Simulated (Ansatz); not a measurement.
Results of r²SCAN in Ansatz (plane waves, PAW) for CeF₃ (within 0.1 Å of P-3c1, No. 165; cell taken from a computed entry).

Run with plane-wave cutoff 500 eV, 8×8×6 k mesh (along the axes of the cell as run), Fermi–Dirac smearing 0.05 eV, spin-polarised start, scalar-relativistic PAW data made under PBE.

Computed at the level's own relaxed cell.

**Question.** Estimate the equilibrium volume per atom that the calculation returns.

**Answer.** 
- equilibrium volume per atom: 13.32 Å³/atom

Note: the magnetic order was assumed, not searched for or taken from measurement; the 4f shell is treated without U or exact exchange, so its levels and filling can be wrong.

Spin–orbit coupling is not included.

Static lattice: no zero-point or thermal effects.

Computing time: around 9 core-hours (rough).

Ansatz is a program for electronic structure.
